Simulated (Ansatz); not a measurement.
CsCl-type AuZn (cubic form, which distorts at low temperature) was calculated with PBEsol-D3(BJ) (PAW; Ansatz, an electronic-structure program).

Run with plane-wave cutoff 520 eV, 18×18×18 k mesh, Fermi–Dirac smearing 0.05 eV, scalar-relativistic PAW data made under PBE.

Computed points:

| V (Å³/atom) | E − E_lowest (meV/atom) | P (GPa) |
|---|---|---|
| 13.857 | 31.17 | 11.96 |
| 14.152 | 13.36 | 7.49 |
| 14.446 | 3.28 | 3.55 |
| 14.741 | 0.00 | 0.08 |
| 15.036 | 2.72 | -2.98 |
| 15.331 | 10.73 | -5.67 |
| 15.626 | 23.40 | -8.04 |

**Question.** Fit the third-order Birch–Murnaghan equation and give B0 and B′.

**Answer.** V0 = 14.748 Å³/atom, B0 = 162 GPa, B′ = 5.3 (fit to the energies at full precision).

Measured, for comparison: bulk modulus 131 GPa (temperature not stated, no zero-point or thermal correction; as tabulated in Nepal et al. (2020), arXiv:2007.11150). Computed (rounded) less measured: bulk modulus +24 %.

Note: symmetry holds this phase in the static calculation, where it need not be a minimum.

Spin–orbit coupling is not included; it can shift volumes and moduli of such heavy elements.

Computed values are for the static lattice.

Cost on a shared machine: very roughly 120 core-seconds.
